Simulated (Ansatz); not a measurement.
# Response to strain in TiC

Base system: TiC in the rock salt structure (space group Fm-3m, No. 225; a = 4.328 Å; relaxed with 0.1 eV smearing).

Strains are applied to the cell and any free atomic positions relax.

Method: r2SCAN/PAW in Ansatz (a first-principles code), scalar-relativistic without spin-orbit coupling.

Notes on the quantities. energy relative to the base: free energy F.

| isotropic strain (%) | energy relative to the base (meV/atom) |
|---|---|
| 0 | 0.0 |
| 0.5 | 1.8 |
| 1 | 7.2 |
| 1.5 | 16.1 |
| 2 | ? |
| 2.5 | 43.4 |
| 3 | 61.5 |

### Question
Fit ΔE = Aε² + Bε³ (ε in %) to the rows shown and predict the withheld row.

### Answer
Least squares on the printed values gives A = 7.46 and B = -0.21 meV/atom (largest residual 0.1 meV/atom); this predicts 28.2 meV/atom, and the run gives 28.2 meV/atom, in agreement.

Whether these cells are dynamically stable was not tested. The final runs are not spin-polarised.
